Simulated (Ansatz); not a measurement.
# Response to strain in Ru

Start from Ru in the hcp (Mg type) structure (space group P6_3/mmc, No. 194; a = 2.7046 Å, c = 4.2601 Å). Axes: x lies along a and z along c of the hexagonal cell.

Strains are applied to the cell and any free atomic positions relax; under biaxial strain the out-of-plane vector relaxes too.

All numbers come from plane-wave PAW DFT at the r2SCAN level (Ansatz, a quantum-chemistry and plane-wave program, 500 eV), spin-orbit coupling left out.

Notes on the quantities. pressure: mean of the normal stresses, compression positive.

```tsv
variant	pressure	space group	volume per atom
base	0.0 GPa	P6_3/mmc (No. 194)	13.49 Å³
biaxial strain −2.04 %, plane normal [001], relaxed out of plane	10.8 GPa	P6_3/mmc (No. 194)	13.09 Å³
biaxial strain −0.89 %, plane normal [001], relaxed out of plane	4.4 GPa	P6_3/mmc (No. 194)	13.32 Å³
biaxial strain +3.27 %, plane normal [001], relaxed out of plane	-12.5 GPa	P6_3/mmc (No. 194)	14.13 Å³
uniaxial strain ε_xx = −0.66 %	2.2 GPa	Cmcm (No. 63)	13.40 Å³
uniaxial strain ε_xx = −0.37 %	1.2 GPa	Cmcm (No. 63)	13.44 Å³
uniaxial strain ε_zz = −4.37 %	18.5 GPa	P6_3/mmc (No. 194)	12.90 Å³
uniaxial strain ε_zz = +2.71 %	-8.6 GPa	P6_3/mmc (No. 194)	13.86 Å³
uniaxial strain ε_zz = +4.58 %	-13.5 GPa	P6_3/mmc (No. 194)	14.11 Å³
tensor shear ε_xy = −2.88 %	1.0 GPa	P2_1/m (No. 11)	13.48 Å³
```

Without a gap, meshes like the base's 20×20×11 leave anisotropic stresses uncertain by several tenths of a GPa, and small strain energies with them. No phonon test of stability was made. The final runs are not spin-polarised.
